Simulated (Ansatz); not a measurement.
**Hypothetical Fddd MoSi2, response to strain**

The reference is MoSi2 (space group Fddd, No. 70; a hypothetical phase, not in the database extracts checked).

```yaml
crystal:
  lattice:
    - [0.00000, 4.02837, 4.38105]
    - [2.30369, 0.00000, 4.38105]
    - [2.30369, 4.02837, 0.00000]
  atoms:
    - { symbol: Si, position: [0.66339, 0.33661, 0.66339] }
    - { symbol: Si, position: [0.33661, 0.66339, 0.33661] }
    - { symbol: Si, position: [0.58661, 0.91339, 0.58661] }
    - { symbol: Si, position: [0.91339, 0.58661, 0.91339] }
    - { symbol: Mo, position: [0.00000, 0.00000, 0.00000] }
    - { symbol: Mo, position: [0.25000, 0.25000, 0.25000] }
```

Cartesian axes are those of the cell as printed.

Strains are applied to the cell and any free atomic positions relax; under biaxial strain the out-of-plane vector relaxes too; under stress the whole cell relaxes.

Levels (all Ansatz, a program for electronic structure, PAW): PBE (420 eV, without spin-orbit coupling); PBEsol (420 eV, without spin-orbit coupling).

The base cell above is that of PBE; each level relaxes its own structures.

Notes on the quantities. energy relative to the base: free energy F.

| case | energy relative to the base, PBE | energy relative to the base, PBEsol |
|---|---|---|
| biaxial strain −3.05 %, plane normal [001], relaxed out of plane | +24 meV/atom | +27 meV/atom |
| biaxial strain +0.69 %, plane normal [001], relaxed out of plane | +1.0 meV/atom | +1.2 meV/atom |
| isotropic strain −3.62 % | +116 meV/atom | +121 meV/atom |
| isotropic strain −1.92 % | +31 meV/atom | +32 meV/atom |
| isotropic strain +1.32 % | +13 meV/atom | +14 meV/atom |
| uniaxial strain ε_xx = +2.29 % | +9.2 meV/atom | +9.7 meV/atom |
| uniaxial strain ε_zz = −1.12 % | +1.8 meV/atom | +1.9 meV/atom |
| uniaxial stress, 8 GPa tension along x | +7.8 meV/atom | +7.0 meV/atom |
| tensor shear ε_xz = +1.91 % | +9.1 meV/atom | +9.5 meV/atom |
| tensor shear ε_xz = −0.45 % | +0.5 meV/atom | +0.5 meV/atom |
| tensor shear ε_xz = −3.87 % | +37 meV/atom | +39 meV/atom |
| tensor shear ε_xz = −0.97 % | +2.4 meV/atom | +2.4 meV/atom |

The two levels differ by at most about 5.4 meV/atom. They put the cases in the same order.

Without a gap, meshes like the base's 13×13×13 leave anisotropic stresses uncertain by several tenths of a GPa, and small strain energies with them. Stability under load was not tested beyond the relaxation. The final runs are not spin-polarised.
